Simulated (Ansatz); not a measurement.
Start from LiF in the CsCl type structure (space group Pm-3m, No. 221; a = 2.5165 Å; a model cell, its experimental status unchecked). Axes: x, y, z lie along the cube axes.

The values are results of Kohn–Sham DFT with the r2SCAN functional, run in Ansatz (a quantum-chemistry and plane-wave program) with PAW and 500 eV plane waves, no SOC, not measurements.

Strains are applied to the cell and any free atomic positions relax.

One change was made to it. Results:

| quantity | base | after |
|---|---|---|
| band gap | 8.91 eV | 8.83 eV |
| pressure (mean of the normal stresses, compression positive) | 0.00 GPa | -0.49 GPa |

Question: What was done to the base?
A. uniaxial strain ε_zz = −3.55 %
B. isotropic strain +1.41 %
C. uniaxial strain ε_zz = +0.65 %

Answer: C, uniaxial strain ε_zz = +0.65 %. For comparison, the band gap in the other runs: uniaxial strain ε_zz = −3.55 % gives 9.03 eV; isotropic strain +1.41 % gives 8.54 eV.

No phonon test of stability was made. This is not the structure that LiF has at room temperature and ambient pressure.
